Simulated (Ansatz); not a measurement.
For TaAg (model structure, Cmcm, No. 63, 4 atoms in the cell), LDA in Ansatz (PAW) gives:

bulk modulus B0: 186 GPa
cohesive energy: 6.35 eV/atom

Task: What does r²SCAN (plane waves, PAW; Ansatz, a program for electronic structure) give for the same quantities?

Result: 
- bulk modulus: 157 GPa (shrinks by 16 %)
- cohesive energy: 5.07 eV/atom (shrinks by 1.28 eV/atom)

Changes are worked out from the printed values.

Unless a cell is named, each level is at its own relaxed cell (LDA 16.56, r²SCAN 17.46 Å³/atom).

Levels without +SOC leave out spin–orbit coupling, which shifts energies and cells of such heavy elements.

Caveats: the bulk modulus is −V dP/dV from two relaxed cells at ±2 % in volume (LDA, r²SCAN). Ansatz's density-functional and Hartree–Fock values are scalar-relativistic unless marked +SOC, with PAW data made under PBE.

A model structure was made by putting elements into a prototype or built by hand; it is no filed structure, need not be a known phase, and can be a saddle point held by its symmetry.
